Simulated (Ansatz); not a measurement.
Defect: N vacancy in wurtzite AlN with all lengths changed by -1 %, charge state +1. Calculation: PBE, PAW (plane waves to 420 eV; Ansatz, a first-principles code).

Settings: 72 host sites, the strained lattice (strain from the relaxed PBE one, atoms relaxed), a 2×2×2 k-point mesh shifted by half a step along c, smearing 0.01 eV, spin-restricted, no image-charge correction. No zero-point or tunnelling terms. The charge state is imposed; whether it is stable for some Fermi level was not computed. Forms of the defect that were not tried may lie lower.

The step: one N atom jumps into the vacancy from a nearby N site. Atoms about the jump, Cartesian Å from the middle of the jump, before and after:

| atom | x0 | y0 | z0 | x1 | y1 | z1 |
|---|---|---|---|---|---|---|
| N1 | -0.77 | 0.44 | 1.22 | 0.77 | -0.44 | -1.22 |
| Al2 | -0.80 | 0.46 | -0.65 | -0.78 | 0.45 | -0.72 |
| Al3 | 0.77 | -0.44 | 1.84 | 0.80 | -0.46 | 1.83 |
| Al4 | 0.77 | -2.26 | -0.66 | 0.77 | -2.24 | -0.66 |
| Al5 | 2.34 | 0.46 | -0.65 | 2.33 | 0.46 | -0.66 |
| N6 | 0.77 | -2.22 | 1.22 | 0.76 | -2.23 | 1.23 |
| N7 | 2.31 | 0.44 | 1.22 | 2.31 | 0.46 | 1.23 |
| Al8 | -2.33 | -0.45 | 1.83 | -2.35 | -0.46 | 1.83 |
| Al9 | -0.78 | 2.24 | 1.83 | -0.78 | 2.27 | 1.83 |
| N10 | -2.32 | -0.45 | -1.25 | -2.33 | -0.44 | -1.22 |
| N11 | -0.77 | 2.23 | -1.25 | -0.78 | 2.24 | -1.22 |
| Al12 | -2.34 | -2.24 | -0.65 | -2.33 | -2.24 | -0.66 |
| Al13 | 0.77 | 3.14 | -0.65 | 0.78 | 3.14 | -0.66 |
| N14 | -2.33 | -2.23 | 1.24 | -2.32 | -2.23 | 1.23 |
| N15 | 0.77 | 3.13 | 1.24 | 0.77 | 3.12 | 1.23 |
| N16 | -0.78 | -3.12 | -1.25 | -0.78 | -3.13 | -1.25 |
| N17 | 2.31 | 2.23 | -1.25 | 2.32 | 2.24 | -1.25 |
| Al18 | 0.77 | -0.44 | -3.20 | 0.77 | -0.45 | -3.14 |
| N19 | 0.77 | -0.44 | 3.74 | 0.76 | -0.44 | 3.71 |

### Question
Predict the transition state.

### Answer

```tsv
atom	x	y	z
N1	0.10	-0.06	0.21
Al2	-0.90	0.52	-1.12
Al3	0.92	-0.53	1.80
Al4	0.68	-2.13	-0.55
Al5	2.18	0.48	-0.55
N6	0.84	-2.35	1.33
N7	2.46	0.44	1.32
Al8	-2.30	-0.47	1.84
Al9	-0.74	2.23	1.84
N10	-2.45	-0.44	-1.33
N11	-0.85	2.34	-1.33
Al12	-2.36	-2.20	-0.67
Al13	0.73	3.14	-0.67
N14	-2.29	-2.23	1.23
N15	0.79	3.10	1.23
N16	-0.81	-3.08	-1.24
N17	2.26	2.23	-1.24
Al18	0.79	-0.46	-3.21
N19	0.77	-0.45	3.70
```
It lies 4.56 eV above the start and 4.56 eV above the end. The saddle point's order was not checked, and it lies on a symmetry element of the cell, where a band can be held.
